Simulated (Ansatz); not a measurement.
**Pressure series in MoTe2**

The parent structure is MoTe$_{2}$ in the 2H-MoS2 type structure (space group P6_3/mmc, No. 194; a = 3.4966 Å, c = 13.6958 Å; layered, stacked along the Cartesian z axis).

Cell and atoms are relaxed at each pressure.

All numbers come from PBE-D3(BJ) in Ansatz (plane waves to 420 eV, PAW, no spin-orbit coupling).

Notes on the quantities. enthalpy: H = E + PV relative to the base's energy.

| change | enthalpy | band gap | shortest interatomic distance | density |
|---|---|---|---|---|
| base | – | 0.60 eV | 5.133 bohr | 8.04 g/cm³ |
| pressure −2 GPa | -0.31 eV/atom | 0.80 eV | 5.157 bohr | 7.55 g/cm³ |
| pressure −1 GPa | -0.15 eV/atom | 0.68 eV | 5.144 bohr | 7.84 g/cm³ |
| pressure 0.9 GPa | +0.13 eV/atom | 0.52 eV | 5.123 bohr | 8.19 g/cm³ |
| pressure 4.5 GPa | +0.65 eV/atom | 0.23 eV | 5.090 bohr | 8.66 g/cm³ |
| pressure 9 GPa | +1.27 eV/atom | zero | 5.055 bohr | 9.11 g/cm³ |
| pressure 15 GPa | +2.04 eV/atom | zero | 5.015 bohr | 9.61 g/cm³ |
| pressure 22.5 GPa | +2.96 eV/atom | zero | 4.973 bohr | 10.12 g/cm³ |
| pressure 30 GPa | +3.84 eV/atom | zero | 4.939 bohr | 10.55 g/cm³ |

The mesh was chosen for an insulator and is coarse for the gapless case. Spin-orbit coupling, missing from the scalar runs, can matter with Te. Load acts through the strain it causes; cell and atoms are relaxed under it. No phonon test of stability was made. No other phases were tried under pressure. The final runs are not spin-polarised. The D3 term's C6 switches between coordination references near this geometry, which can add small steps to energies. The zero or small gap of MoTe2 under pressure 4.5 GPa, MoTe2 under pressure 9 GPa, MoTe2 under pressure 15 GPa and MoTe2 under pressure 22.5 GPa can change with the level of theory.

Ansatz is a first-principles code.
